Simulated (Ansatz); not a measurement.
Base system: TeO2 in the fluorite structure (space group Fm-3m, No. 225; a = 5.323 Å; a hypothetical phase, not in the database extracts checked).

It is then changed as follows: cell and atoms relaxed at a pressure of 45 GPa.

Levels (all Ansatz, an electronic-structure program, PAW, earlier PAW set): PBEsol (420 eV, no spin-orbit coupling); r2SCAN (500 eV, scalar-relativistic without spin-orbit coupling); HSE06 (420 eV, without spin-orbit coupling); PBEsol+SOC (420 eV, noncollinear with spin-orbit coupling); HSE06+SOC (420 eV, spin-orbit coupling included).

At the geometry relaxed with PBEsol, these levels gave the following band gaps, in shuffled order: (a) 1.29 eV, (b) 1.36 eV, (c) 0.38 eV, (d) 0.74 eV, (e) 0.45 eV.

Match each gap to its level.

(a) HSE06+SOC; (b) HSE06; (c) PBEsol+SOC; (d) r2SCAN; (e) PBEsol.

Single points use the geometry relaxed with PBEsol. HSE06 was sampled on its mesh, a few special points and the semilocal edge points, so its gap is an upper bound. Differences between runs with and without spin-orbit coupling are approximate. Spin-orbit coupling, missing from the scalar runs, can matter with Te. Load acts through the strain it causes; cell and atoms are relaxed under it. No phonon test of stability was made. No other phases were tried under pressure.
